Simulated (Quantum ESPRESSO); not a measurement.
A self-consistent single point of Sc (P-1, 2 atoms in the cell) with Quantum ESPRESSO.

Computed with PBEsol, GBRV 1.5 ultrasoft (PBESOL) pseudopotentials (plane waves; Quantum ESPRESSO).

```
CELL_PARAMETERS angstrom
      3.29122     0.00000     0.00000
     -1.64561     2.85028     0.00000
      0.00000     0.00000     5.33257
ATOMIC_POSITIONS crystal
  Sc 0.35178 0.67034 0.23994
  Sc 0.64823 0.32966 0.76006
```
Moments meant for the start (each program seeds them in its own way; μB, in the order of the atoms Sc Sc): 1.0 1.0.

Reference input (self-consistent single point, DFT, PBEsol, plane waves, GBRV 1.5 ultrasoft (PBESOL) pseudopotentials): ecutwfc = 50 Ry; ecutrho = 400 Ry; occupations = smearing; smearing = methfessel-paxton; degauss = 0.0073499 Ry; nspin = 2; potentials = {Sc: sc_pbesol_v1.uspp.F.UPF}; K_POINTS = automatic 6 6 4 0 0 0; conv_thr = 1e-11 Ry; mixing_beta = 0.3. This run's input differs from it in these lines:

```diff
@@ -17,3 +17,3 @@
    smearing = 'methfessel-paxton'
-   degauss = 0.0073499
+   degauss = 0.002205
    nspin = 2
```

The program printed (abridged):

```
     Self-consistent Calculation

     iteration #  1     ecut=    50.00 Ry     beta= 0.30

---- Real-time Memory Report at c_bands before calling an iterative solver
           193 MiB given to the printing process from OS
           111 MiB allocation reported by mallinfo(arena+hblkhd)
------------------

     Threshold (ethr) on eigenvalues was too large:
     Diagonalizing with lowered threshold

---- Real-time Memory Report at c_bands before calling an iterative solver
           265 MiB given to the printing process from OS
           123 MiB allocation reported by mallinfo(arena+hblkhd)
------------------

   [... lines left out ...]

     total magnetization       =     0.22 Bohr mag/cell
     absolute magnetization    =     0.22 Bohr mag/cell

     iteration #100     ecut=    50.00 Ry     beta= 0.30

---- Real-time Memory Report at c_bands before calling an iterative solver
           290 MiB given to the printing process from OS
           145 MiB allocation reported by mallinfo(arena+hblkhd)
------------------

     total energy              =    -188.48213728 Ry
     estimated scf accuracy    <       0.00000801 Ry

     total magnetization       =     0.16 Bohr mag/cell
     absolute magnetization    =     0.16 Bohr mag/cell
     End of self-consistent calculation

     convergence NOT achieved after 100 iterations: stopping

   JOB DONE.
```

The run ended unconverged after 100 iterations. 

The starting cell comes from a database of computed structures (which also holds hypothetical and non-ambient phases and stackings), without a prior relaxation at this level. Its atoms were displaced at random from the sites of space group no. 194.

Cost on one core of a shared machine: roughly 10 min.
